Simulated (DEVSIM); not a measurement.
System: illuminated CdTe p-on-n cell, one wavelength, at 300 K.

```
layer (left to right)  material  thickness (μm)  Nd (cm⁻³)  Na (cm⁻³)   τn (s)   τp (s)  absorption coefficient (cm⁻¹)
---------------------  --------  --------------  ---------  ---------  -------  -------  -----------------------------
1                          CdTe           0.530          -     1.5e18  9.5e-12  5.4e-12                          63000
2                          CdTe            1.40     3.9e16          -  3.4e-10  3.4e-10                          63000
```

Left contact: ohmic, minority electron recombination velocity 600 cm/s. Right contact: ohmic, minority hole recombination velocity 40 cm/s. Voltage is applied to the left contact. Recombination: SRH at mid-gap, radiative. Light enters at the left, 5.9e16 photons cm⁻² s⁻¹, one pass, no reflection. Mobility is μmin + (μ − μmin)/(1 + (N/Nref)^α).

Constants are typed, rounded textbook-type inputs, not results; the design itself was drawn at random and stands for no fabricated device. Values at 300 K.

```
parameter        CdTe
-------------  ------
gap (eV)          1.5
affinity (eV)    4.28
permittivity     10.2
Nc (cm⁻³)        8e17
Nv (cm⁻³)      1.8e19
μn (cm²/Vs)      1000
μp (cm²/Vs)        80
μn,min            100
μp,min             10
Nref,n           1e17
Nref,p           1e17
αn                0.6
αp                0.6
B (cm³/s)       1e-10
```

Model (solved in DEVSIM): 1D drift-diffusion, Boltzmann statistics, complete ionisation; no tunnelling, impact ionisation, image-force lowering or self-heating.

Tabulate band edges, carrier densities and field at zero bias, in the dark.

Energies count from the Fermi level of the right contact; mesh points crowd at the junctions.

```tsv
x (μm)	Ec (eV)	Ev (eV)	n (cm⁻³)	p (cm⁻³)	field (V/cm)
0.000	1.436	-0.064	< 1e2	1.5e18	≈ 0
0.01639	1.436	-0.064	< 1e2	1.5e18	≈ 0
0.04292	1.436	-0.064	< 1e2	1.5e18	≈ 0
0.08586	1.436	-0.064	< 1e2	1.5e18	≈ 0
0.1924	1.436	-0.064	< 1e2	1.5e18	≈ 0
0.3143	1.436	-0.064	< 1e2	1.5e18	≈ 0
0.4068	1.436	-0.064	< 1e2	1.5e18	≈ 0
0.4797	1.436	-0.064	< 1e2	1.5e18	≈ 0
0.5090	1.436	-0.064	< 1e2	1.5e18	-400
0.5272	1.404	-0.096	< 1e2	4.4e17	-85000
0.5420	1.217	-0.283	< 1e2	3.1e14	-120000
0.5801	0.794	-0.706	36000	2.5e7	-98000
0.6303	0.391	-1.109	2.2e11	< 1e2	-63000
0.7140	0.100	-1.400	1.7e16	< 1e2	-10000
0.9131	0.078	-1.422	3.9e16	< 1e2	≈ 0
1.186	0.078	-1.422	3.9e16	< 1e2	≈ 0
1.503	0.078	-1.422	3.9e16	< 1e2	≈ 0
1.684	0.078	-1.422	3.9e16	< 1e2	≈ 0
1.816	0.078	-1.422	3.9e16	< 1e2	≈ 0
1.872	0.078	-1.422	3.9e16	< 1e2	≈ 0
1.905	0.078	-1.422	3.9e16	< 1e2	≈ 0
1.930	0.078	-1.422	3.9e16	< 1e2	≈ 0
```
